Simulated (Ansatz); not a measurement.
A self-consistent single point of ScV₂Ga₄ (I4mm, 7 atoms in the cell) with Ansatz (a program for electronic structure).

Method of the run: PBEsol, default PAW files made with PBE (plane waves; Ansatz).

```xyz
7
Lattice="-3.2368 3.2368 2.5821 3.2368 -3.2368 2.5821 3.2368 3.2368 -2.5821" Properties=species:S:1:pos:R:3 pbc="T T T"
Sc     0.0000     0.0000     0.0500
V      0.0000     3.2368     1.2911
V      3.2368     0.0000     1.2911
Ga     1.9477     1.9477     0.0000
Ga     1.2891     1.2891     2.5821
Ga     1.2891    -1.2891     2.5821
Ga    -1.2891     1.2891     2.5821
```

Reference input (self-consistent single point, DFT, PBEsol, plane waves, default PAW files made with PBE): basis.ecutwfc = 420 eV; kpoints.mp_grid.grid = 6 6 6; hamiltonian.xc = pbesol; hamiltonian.pseudopotentials = {kind: paw} (the program's default PAW files); scf.occupations.method = gaussian; scf.occupations.width = 0.1 eV. This run's input differs from it in these lines:

Ansatz 0.2 input:
```diff
@@ -18,3 +18,3 @@
   mp_grid:
-    grid: [6, 6, 6]
+    grid: [7, 7, 7]
 hamiltonian:
@@ -26,3 +26,3 @@
     method: gaussian
-    width: 0.1 eV
+    width: 0.3 eV
 output:
```

Output (repeated stretches shortened):

```
SCF iter   1: F=—  HF=-22858.052272 eV  |F-HF|=—  |Δ(HF+E_count)|=         —  Δρ=8.74e-3  dr2=8.84e-2  ethr=1.77e-3  ⟨swp⟩=5.4  Hψ=6769  notcnv=0
all-band conjugate gradients solve this SCF's bands
preconditioner: auto → Kerker (q_TF=auto, 2.641 Å⁻¹)
SCF iter   2: F=—  HF=-22858.041920 eV  |F-HF|=—  |Δ(HF+E_count)|=   1.04e-2  Δρ=3.47e-3  dr2=1.63e-2  ethr=9.93e-5  ⟨swp⟩=1.3  Hψ=2566  notcnv=0
SCF iter   3: F=—  HF=-22858.040611 eV  |F-HF|=—  |Δ(HF+E_count)|=   1.31e-3  Δρ=7.71e-4  dr2=5.87e-4  ethr=1.83e-5  ⟨swp⟩=2.0  Hψ=2392  notcnv=0
SCF iter   4: F=—  HF=-22858.040476 eV  |F-HF|=—  |Δ(HF+E_count)|=   1.35e-4  Δρ=3.00e-4  dr2=9.90e-5  ethr=6.60e-7  ⟨swp⟩=2.0  Hψ=3115  notcnv=0
SCF iter   5: F=—  HF=-22858.040479 eV  |F-HF|=—  |Δ(HF+E_count)|=   3.64e-6  Δρ=8.13e-5  dr2=6.69e-6  ethr=1.11e-7  ⟨swp⟩=2.0  Hψ=3413  notcnv=0
SCF iter   6: F=—  HF=-22858.040479 eV  |F-HF|=—  |Δ(HF+E_count)|=   3.64e-7  Δρ=1.42e-5  dr2=2.18e-7  ethr=7.52e-9  ⟨swp⟩=2.8  Hψ=3855  notcnv=0
SCF iter   7: F=-22858.040479 eV  HF=-22858.040479 eV  |F-HF|=4.70e-8  |Δ(HF+E_count)|=   1.36e-8  Δρ=6.43e-6  dr2=5.02e-8  ethr=1.12e-10  ⟨swp⟩=7.7  Hψ=8679  notcnv=0
SCF 1 converged in 7 iterations: F = -22858.040479 eV  dr2 = 5.02e-8
Free energy (F): -22858.040479 eV
Internal energy: -22857.870019 eV  (E = F + TS)
E sigma→0 (E₀):  -22857.955249 eV
Entropy (-TS):   -0.170460 eV (-24.351 meV/atom)
Fermi energy:    13.272522 eV
--- Forces (eV/Å), atoms counted from 1 ---
  atom   1  Sc    -0.00000000    -0.00000000    -0.17300448
  atom   2  V      0.00000000     0.00000000     0.04156821
  atom   3  V     -0.00000000     0.00000000     0.04156821
  atom   4  Ga    -0.04778956    -0.04778956     0.02245393
  atom   5  Ga     0.04778956     0.04778956     0.02245393
  atom   6  Ga     0.04778956    -0.04778956     0.02245393
  atom   7  Ga    -0.04778956     0.04778956     0.02245393
--- Stress (GPa, compression-positive) ---
       -3.449628      -0.000000      -0.000000
       -0.000000      -3.449628      -0.000000
       -0.000000       0.000000      -3.052555
  P = ⅓ Tr σ = -3.3173 GPa (-33.173 kbar)
  The stress holds the Pulay correction. Without it, at fixed plane waves, as pw.x and ABINIT print it: P = -3.3645 GPa
```

The run converged in 7 iterations. Against the reference run the free energy drops by 10.8 meV/atom, the pressure goes from -3.44 to -3.32 GPa and the largest force moves little (0.174 to 0.173 eV/Å).

The starting cell comes from a database of computed structures (which also holds hypothetical and non-ambient phases and stackings), without a prior relaxation at this level. Its lattice was rescaled by up to half a per cent. One atom was moved a little off its site on purpose. Spin polarisation is off. With a pressure of about -3 GPa the cell is away from its equilibrium volume at this level. Ansatz's pressure includes its estimate of the finite-basis (Pulay) stress.
